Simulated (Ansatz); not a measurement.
**Ag: energy against strain**

Ag (fcc, Fm-3m, 16.010 Å³/atom at rest, cube axes along x, y and z) under a strain ε along a cube axis (axis z), the other axes held. LDA in Ansatz, a plane-wave DFT program (PAW, default set), 420 eV, 28×28×28 Γ-centred mesh, Fermi-Dirac smearing 0.10 eV; ions are relaxed within the symmetry of each cell.

Here s stands for strain and y for E less E0.

```
strain (%)  E less E0 (meV/atom)
----------  --------------------
-3.00                          ?
-1.50                       1.93
-1.00                       0.84
-0.50                       0.20
0.00                        0.00
0.50                        0.23
1.00                        0.88
1.50                        1.92
```

Q: Fit y against s with a parabola, and predict the withheld value at s = -3.00.

A: Least squares gives y = 0.002 + 0.0057·s + 0.8552·s². Residuals (row less fit): 0.012, -0.011, -0.013, -0.002, 0.011, 0.017, -0.015; standard error 0.017 (degrees of freedom: 4). Twice the quadratic coefficient over the volume, 2 × 0.8552 meV × 10⁴ × 0.1602 / 16.010 Å³, is the elastic constant C11 = 171 ± 1.4 GPa. At the withheld row, y = 0.002 + 0.0057 × (-3.0) + 0.8552 × (-3.0)² = 7.682 meV/atom. The calculation gives 8.06 meV/atom, 0.378 meV/atom above the prediction (4.7 % of the range of y in the table). The row lies outside the fitted rows, so this is an extrapolation. From the scatter of the fitted rows alone, a prediction at this place has a standard error of 0.063 meV/atom, so the miss is 6.0 times that.

One order more, fitted to all 13 runs of the series, follows each within 0.01, so the miss is the next term of a smooth law. In a metal these values are sensitive to mesh and smearing; energies are taken to zero smearing, stresses follow the free energy. Rows are the converged runs of the series near zero and its far end; series whose fitted rows scatter by over a few per cent of the range, as at a crossing or softening among them, aren't shown in this form. Most that stay on the fit to the last digits aren't either.
